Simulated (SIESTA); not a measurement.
Worked example: self-consistent single point of CsRuF6 (R-3m, 8 atoms in the cell) in SIESTA.

Computed with LDA PW92, numerical atomic orbitals TZP, PseudoDojo LDA standard norm-conserving potentials (rewritten from UPF to PSML) (SIESTA).

```xyz
8
Lattice="4.0554 2.3414 2.6857 -4.0554 2.3414 2.6857 0.0000 -4.6828 2.6857" Properties=species:S:1:pos:R:3 pbc="T T T"
Cs     0.0000     0.0000     4.0286
Ru     0.0000     0.0000     0.0000
F      0.0000    -3.1364     3.8031
F      0.0000     3.1364     4.2540
F      2.7162     1.5682     3.8031
F     -2.7162    -1.5682     4.2540
F     -2.7162     1.5682     3.8031
F      2.7162    -1.5682     4.2540
```
Moments meant for the start (each program seeds them in its own way; μB, in the order of the atoms Cs Ru F F F F F F): 0.0 2.0 0.0 0.0 0.0 0.0 0.0 0.0.

Reference input (self-consistent single point, DFT, LDA PW92, numerical atomic orbitals TZP, PseudoDojo LDA standard norm-conserving potentials (rewritten from UPF to PSML)): XC.functional = LDA; XC.authors = PW92; potentials = PseudoDojo LDA standard; PAO.BasisSize = TZP; PAO.EnergyShift = 0.005 Ry; MeshCutoff = 300 Ry; kgrid.MonkhorstPack = 3 3 3; OccupationFunction = FD; ElectronicTemperature = 0.05 eV; Spin = polarized; DM.InitSpin = [1 +0.00, 2 +2.00, 3 +0.00, 4 +0.00, 5 +0.00, 6 +0.00, 7 +0.00, 8 +0.00]; MaxSCFIterations = 150. This run's input differs from it in these lines:

```diff
@@ -35,5 +35,5 @@
 %block kgrid.MonkhorstPack
-    3   0   0  0.0
-    0   3   0  0.0
-    0   0   3  0.0
+    4   0   0  0.0
+    0   4   0  0.0
+    0   0   4  0.0
 %endblock kgrid.MonkhorstPack
```

Output, abridged:

```
        iscf     Eharris(eV)        E_KS(eV)     FreeEng(eV)     dDmax    Ef(eV) dHmax(eV)
   scf:    1    -7309.935705    -7372.312498    -7372.313269  1.194415 -2.758020 32.183251
     spin moment: {S} , |S| = {        0.0        0.0    2.99830 }     2.99830
   scf:    2    -7398.665808    -7386.353223    -7386.353614  0.255944 -4.662812 22.919240
     spin moment: {S} , |S| = {        0.0        0.0    2.99920 }     2.99920
   scf:    3    -7373.129879    -7395.347705    -7395.351845  0.310796 -8.151727 12.324066
     spin moment: {S} , |S| = {        0.0        0.0    2.98726 }     2.98726
   [... lines left out ...]
     spin moment: {S} , |S| = {        0.0        0.0    2.99992 }     2.99992
   scf:   13    -7401.162522    -7401.162520    -7401.162566  0.000045 -7.494516  0.004147
     spin moment: {S} , |S| = {        0.0        0.0    2.99992 }     2.99992
   scf:   14    -7401.162521    -7401.162521    -7401.162567  0.000034 -7.494173  0.000050
     spin moment: {S} , |S| = {        0.0        0.0    2.99992 }     2.99992
   scf:   15    -7401.162521    -7401.162521    -7401.162567  0.000000 -7.494176  0.000018
     spin moment: {S} , |S| = {        0.0        0.0    2.99992 }     2.99992
SCF Convergence by DM+H criterion
max |DM_out - DM_in|         :     0.0000003753
max |H_out - H_in|      (eV) :     0.0000180698
SCF cycle converged after 15 iterations

Using DM_out to compute the final energy and forces

siesta: E_KS(eV) =            -7401.1625

siesta: E_KS - E_eggbox =     -7401.1625

siesta: Atomic forces (eV/Ang):
     1   -0.000000    0.000000   -0.000000
     2   -0.000000    0.000001   -0.000002
     3   -0.000000   -0.793202   -0.545538
     4    0.000000    0.793202    0.545538
     5    0.686931    0.396600   -0.545537
     6   -0.686933   -0.396601    0.545538
     7   -0.686931    0.396600   -0.545537
     8    0.686933   -0.396601    0.545538
   Tot   -0.000000   -0.000000    0.000000
   Max    0.793202
   Res    0.481347    sqrt( Sum f_i^2 / 3N )
   Max    0.793202    constrained

   [... lines left out ...]
siesta: FreeEng =     -7401.162567
siesta: Cell volume =        153.010588 Ang**3
siesta:         -65.52836337       -120.20310304  kBar
   [... lines left out ...]
     1     0.581606    8.418394    0.010581  Cs
     2     0.947263   15.052737    2.035940  Ru
     3    -0.254812    7.254812    0.158900  F
     4    -0.254811    7.254811    0.158900  F
     5    -0.254812    7.254812    0.158900  F
     6    -0.254811    7.254811    0.158900  F
     7    -0.254812    7.254812    0.158900  F
     8    -0.254811    7.254811    0.158900  F
 Total     0.000000                2.999922
```

The run converged in 15 iterations. Against the reference run the free energy is nearly the same (within 1 meV/atom), the pressure moves little (-6.51 to -6.55 GPa), the largest force hardly changes (0.961 to 0.963 eV/Å), the gap on the mesh goes from 1.015 to 0.968 eV and the size of the net moment stays at 0.37 μB/atom.

The starting cell comes from a database of computed structures (which also holds hypothetical and non-ambient phases and stackings), without a prior relaxation at this level. Its lattice was rescaled by a random factor within 2.5 % of one. With one magnetic atom in the cell only a parallel order is possible. Values carry the incompleteness of an atom-centred basis. The basis of the alkali or alkaline-earth atoms may lack their empty d shell, which can raise the gap. With a pressure of about -7 GPa the cell is away from its equilibrium volume at this level.

Cost on one core of a shared machine: roughly 2 min.
